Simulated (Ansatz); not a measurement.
**PBE against r2SCAN: Zr, x(Hf) = 0.375, 8 atoms, Amm2**

Take Zr in the hcp (Mg type) structure (space group P6_3/mmc, No. 194; a = 3.232 Å, c = 5.174 Å) as the base.

(Cell as relaxed with PBE.)

Levels (all Ansatz, a quantum-chemistry and plane-wave program, PAW, earlier PAW set): PBE (420 eV, no spin-orbit coupling); r2SCAN (500 eV, no spin-orbit coupling).

Each level relaxes its own structure.

```csv
base,PBE,r2SCAN
volume per atom,23.40 Å³,23.50 Å³
lattice parameter a,3.232 Å,3.246 Å
band gap,zero,zero
```

Perturbation: Hf replaces 37.5 % of the Zr, ordered in a cell of 8 atoms (starting symmetry Amm2) and fully relaxed.

```json
[
 {"quantity": "volume per atom", "PBE": "23.08 Å³", "r2SCAN": "23.07 Å³"},
 {"quantity": "band gap", "PBE": "zero", "r2SCAN": "zero"}
]
```

The two agree on the band gap. Neither level is exact; r2SCAN is the comparison here, not a measurement.

Each cell is one ordered arrangement of few atoms, which overstates ordering effects compared with a random alloy. No phonon test of stability was made. The final runs are not spin-polarised.
